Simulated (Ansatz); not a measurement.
Consider a periodic stack without vacuum, rock-salt CaO (1 1 0) on zinc-blende InSb (1 1 0) (film strained to the substrate, started from cuts of the bulks and a machine-learned relaxation; slabs In6Sb6 and Ca16O16, which can lie off the formulas): substrate slab In6Sb6, film Ca16O16, surface cells [[0, -1], [1, -1]] and [[1, 0], [1, 2]], film strained by -2.9 and -2.9 %, outermost planes InSb/InSb and CaO/CaO as cut, which need not be the usual terminations and can put a slab off its formula. Its start:

```xyz
44
Lattice="4.6934 0.0000 -0.0155 4.6934 6.6375 -0.0351 0.6860 -0.0856 29.1779" Properties=species:S:1:pos:R:3 pbc="T T T"
In     3.5095     0.0773     3.4426
In     5.5542     2.6181     2.0806
In     3.4895     0.1036     8.1920
In     5.8268     3.4243     6.0498
In     3.7169    -0.5170    12.0668
In     5.8247     3.5145    10.8851
Sb     3.1910     1.3352     0.7291
Sb     5.8563     5.0152     3.6262
Sb     3.4783     1.7462     5.8328
Sb     5.8377     5.0721     8.4055
Sb     3.4745     1.8496    10.5104
Sb     6.0822     5.1678    13.4753
Ca     6.1713     1.8540    17.3750
Ca     6.1709     5.1665    17.3374
Ca     3.8134     3.5166    15.6389
Ca     3.8157     0.1953    15.7012
Ca     6.1895     5.1875    20.8777
Ca     6.1899     1.8699    20.8886
Ca     3.8339     0.2002    19.1350
Ca     3.8342     3.5252    19.1185
Ca     6.2044     1.8885    24.3976
Ca     6.2063     5.2086    24.4076
Ca     3.8511     3.5364    22.6468
Ca     3.8512     0.2200    22.6593
Ca     6.2159     5.2876    27.9859
Ca     6.2229     1.9558    27.7953
Ca     3.8651     0.1851    26.2040
Ca     3.8657     3.5972    26.1782
O      6.1611     3.4897    15.8375
O      1.4709     0.2038    15.8729
O      3.8237     1.8613    17.3378
O      8.5177     5.1714    17.3013
O      1.4874     0.2025    19.2245
O      6.1812     3.5210    19.2004
O      8.5367     5.1900    20.8758
O      3.8435     1.8706    20.9003
O      6.1978     3.5426    22.6948
O      1.5045     0.2197    22.7192
O      3.8571     1.8852    24.4249
O      8.5535     5.2025    24.3678
O      1.5189     0.2723    26.2862
O      6.2122     3.5644    26.2376
O      8.5556     5.1916    27.7079
O      3.8790     1.8806    27.8380
```

The start was prepared with a machine-learned potential, and the result is one local minimum, with the in-plane cell held and forces under 0.04 eV/Å; the film can end far from its bulk form.

Level of theory: PBE (plane waves to 420 eV, PAW; Ansatz, a quantum-chemistry and plane-wave program). Spin–orbit coupling is left out; the runs are not spin-polarised. Its k-point mesh 6×4×1, Fermi–Dirac width 0.05 eV.

Problem. Predict the relaxed interface.

Solution. The interface area is 31.2 Å² and the period is 28.69 Å. The heights between the nearest atoms of the two slabs at the two interfaces is 2.22 and 2.22 Å and the Ca–In contacts across the interfaces within 1.22 times the sum of covalent radii is 4, mean 3.37 Å. The Ca–Sb contacts across the interfaces within 1.22 times the sum of covalent radii is 4, mean 3.17 Å and the In–O contacts across the interfaces within 1.22 times the sum of covalent radii is 2, mean 2.24 Å.
